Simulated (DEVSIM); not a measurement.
Device: abrupt CdTe n-p junction, at 300 K.

| layer (left to right) | material | thickness (μm) | Nd (cm⁻³) | Na (cm⁻³) | τn (s) | τp (s) |
|---|---|---|---|---|---|---|
| 1 | CdTe | 0.570 | 2.3e15 | - | 3.7e-8 | 3.7e-8 |
| 2 | CdTe | 0.340 | - | 1.1e17 | 3.7e-8 | 3.7e-8 |

Left contact: ohmic. Right contact: ohmic. Voltage is applied to the left contact. Recombination: SRH at mid-gap, Auger. Mobility is μmin + (μ − μmin)/(1 + (N/Nref)^α).

The device is made up for the run: typed textbook-type constants, with dimensions and the other settings drawn at random. Values at 300 K.

```
parameter        CdTe
-------------  ------
gap (eV)          1.5
affinity (eV)    4.28
permittivity     10.2
Nc (cm⁻³)        8e17
Nv (cm⁻³)      1.8e19
μn (cm²/Vs)      1000
μp (cm²/Vs)        80
μn,min            100
μp,min             10
Nref,n           1e17
Nref,p           1e17
αn                0.6
αp                0.6
Cn (cm⁶/s)      1e-30
Cp (cm⁶/s)      1e-30
```

Simulated with DEVSIM: 1D drift-diffusion, Boltzmann statistics, complete ionisation; no tunnelling, impact ionisation, image-force lowering or self-heating.

Question: Give the dark forward current.

Answer: 
```tsv
V (V)	J (A/cm²)
-0.05	-1.4e-11
-0.15	-1.4e-10
-0.25	-1.1e-9
-0.35	-8.3e-9
-0.45	-6.4e-8
-0.55	-5.1e-7
-0.65	-4.7e-6
-0.75	-6.5e-5
-0.85	-0.0015
-0.95	-0.048
-1.05	-1.6
-1.15	-38
-1.25	-480
-1.35	-2400
```
